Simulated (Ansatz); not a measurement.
The starting structures come from a database of crystals and need not be the phases stable at ambient conditions.

 Where the default PAW files enter, the runs use the earlier of Ansatz's two default sets.

The decay constant κ of evanescent states in the gap governs leakage through a thin film.

Here is the system:

```yaml
crystal:
  lattice:
    - [5.48662, 0.00000, 0.00000]
    - [-0.12589, 5.48517, 0.00000]
    - [0.00000, 0.00000, 7.70826]
  atoms:
    - { symbol: Li, position: [0.50000, 0.50000, 0.00000] }
    - { symbol: Li, position: [0.50000, 0.50000, 0.50000] }
    - { symbol: Li, position: [0.17973, 0.82027, 0.75000] }
    - { symbol: Li, position: [0.82027, 0.17973, 0.25000] }
    - { symbol: H, position: [0.28918, 0.91220, 0.06974] }
    - { symbol: H, position: [0.71082, 0.08780, 0.93026] }
    - { symbol: H, position: [0.71082, 0.08780, 0.56974] }
    - { symbol: H, position: [0.28918, 0.91220, 0.43026] }
    - { symbol: H, position: [0.91220, 0.28918, 0.93026] }
    - { symbol: H, position: [0.08780, 0.71082, 0.06974] }
    - { symbol: H, position: [0.08780, 0.71082, 0.43026] }
    - { symbol: H, position: [0.91220, 0.28918, 0.56974] }
    - { symbol: Cl, position: [0.77339, 0.71409, 0.25000] }
    - { symbol: Cl, position: [0.22661, 0.28591, 0.75000] }
    - { symbol: Cl, position: [0.71409, 0.77339, 0.75000] }
    - { symbol: Cl, position: [0.28591, 0.22661, 0.25000] }
    - { symbol: O, position: [0.76099, 0.23901, 0.50632] }
    - { symbol: O, position: [0.23901, 0.76099, 0.49368] }
    - { symbol: O, position: [0.23901, 0.76099, 0.00632] }
    - { symbol: O, position: [0.76099, 0.23901, 0.99368] }
```

Space group of this cell: Cmcm. The cell is taken as given; by r2SCAN its mean pressure is -2.6 GPa.

Transport runs along the normal of the first two printed cell vectors.

No gap correction and no spin-orbit coupling; mid-gap values are interpolated between computed energies.

Problem. Give the band gap and the smallest decay constant κ at mid-gap that r2SCAN in Ansatz (an electronic-structure program) yields.

Solution. Gap 5.97 eV on a 6×6×4 mesh; κ = 0.410 1/Å, at the zone centre.
